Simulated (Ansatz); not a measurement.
The starting structures come from a database of crystals and need not be the phases stable at ambient conditions.

By PBEsol, the system below comes out a metal.

A figure of merit of an interconnect metal is its ballistic conductance per area.

```yaml
crystal:
  lattice:
    - [4.50218, 0.00000, 0.00000]
    - [-2.25109, 3.89901, 0.00000]
    - [2.25109, 1.29967, 3.67602]
  atoms:
    - { symbol: Sn, position: [0.50000, 0.25000, 0.25000] }
    - { symbol: Sn, position: [0.50000, 0.75000, 0.75000] }
    - { symbol: Ir, position: [0.00000, 0.00000, 0.00000] }
```

Space group of this cell: Fm-3m. The cell is taken as given; by PBEsol its mean pressure is -1.1 GPa.

The current flows along the normal of the first two printed cell vectors, the (111) plane of the conventional cell. No spin-orbit coupling; the value is a mean over 0.1 eV about the Fermi level.

### Question
Estimate the ballistic conductance per area that PBEsol in Ansatz (a first-principles code) returns for this system.

### Answer
0.65 × 10¹⁵ S/m² for both spins.
